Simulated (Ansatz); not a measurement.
Amorphous Si₅₁N₅₄, 105 atoms at 2.83 g/cm³, one PBE-relaxed geometry, zone centre. Methods: PBE, scalar-relativistic without spin-orbit coupling (Ansatz, a first-principles code); r2SCAN, scalar-relativistic without spin-orbit coupling (Ansatz); HSE06, scalar-relativistic without spin-orbit coupling (Ansatz). Plane waves to 420 eV (r2SCAN 500 eV); exact exchange is cut at the cell's faces. The usual formal charges leave 42 electrons over, so the level spacing at the Fermi energy parts defect or band states and needn't be the band gap. At PBE the levels at the empty edge of the gap are localised (band-tail or defect states), and the nearest spread-out levels lie 1.4 eV apart at the zone centre. The higher rungs were started with moments on some atoms, which died out.

A CHGNet melt-quench gave the starting glass, which DFT then relaxed. N atoms were pushed apart under 1.9 Å during the dynamics, to hinder bonds among them. The hot cell started wider than the set density and was brought back towards it in steps. It is the lowest in DFT energy of 2 quenches. It is a model cell: composition and starting density were chosen by hand, and all elements were melted together. No dispersion term was used. A short ab initio anneal came between quench and relaxation. Its density started from a set value of 2.83 and ended at 2.83 g/cm³. The simulated quench (nominally 600 K/ps over its main leg) is rapid and tends to freeze in more defects than a deposited or slowly cooled glass has. One small periodic cell is one sample of the glass; other quenches scatter about these values. The volume was held where the preparation left it, at a PBE pressure of -1.3 GPa (tension). Stress components on the final sampling reach 5.5 GPa. On a 2×2×2 Γ-centred mesh force components of up to 0.19 eV/Å stay, since the relaxation ran on the zone centre alone.

The relaxation ran on the zone centre alone. At PBE the level spacing at the Fermi energy is 0.71 eV on a 2×2×2 Γ-centred mesh, and the spacing at the zone centre alone 0.96 eV.

Question: What zone-centre spacing does r2SCAN give, roughly?

Answer: 1.11 eV (+0.14 eV against PBE).

Question: What zone-centre spacing does HSE06 give, roughly?

Answer: 1.59 eV (+0.63 eV against PBE).

The highest filled and the lowest empty state spread over these numbers of atoms (participation numbers): PBE: 21.9 and 7.7; r2SCAN: 20.1 and 7.0; HSE06: 17.2 and 7.0.
